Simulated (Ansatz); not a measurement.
Base system: BN in the wurtzite structure (space group P6_3mc, No. 186; a = 2.555 Å, c = 4.225 Å). Axes: x lies along a and z along c of the hexagonal cell.

Computed with PBE/PAW in Ansatz (a quantum-chemistry and plane-wave program), no spin-orbit coupling.

Strains are applied to the cell and any free atomic positions relax.

One change was made to it. Results:

The shortest interatomic distance goes up by 0.004 Å (1.567 Å → 1.571 Å); the energy grows by 16 meV/atom; the gap character is still indirect, Γ → K; the smallest direct gap drops by 0.839 eV, from 8.23 eV to 7.40 eV.

Q: Name the change that was made.
(A) uniaxial strain ε_zz = +3.00 %
(B) uniaxial strain ε_zz = +0.60 %
(C) uniaxial strain ε_zz = +1.20 %
(D) uniaxial strain ε_zz = +2.40 %
(E) uniaxial strain ε_zz = +1.80 %

A: A, uniaxial strain ε_zz = +3.00 %. For comparison, the energy relative to the base in the other runs: uniaxial strain ε_zz = +1.20 % gives +2.6 meV/atom; uniaxial strain ε_zz = +0.60 % gives +0.7 meV/atom; uniaxial strain ε_zz = +2.40 % gives +10 meV/atom; uniaxial strain ε_zz = +1.80 % gives +5.8 meV/atom.

Whether these cells are dynamically stable was not tested.
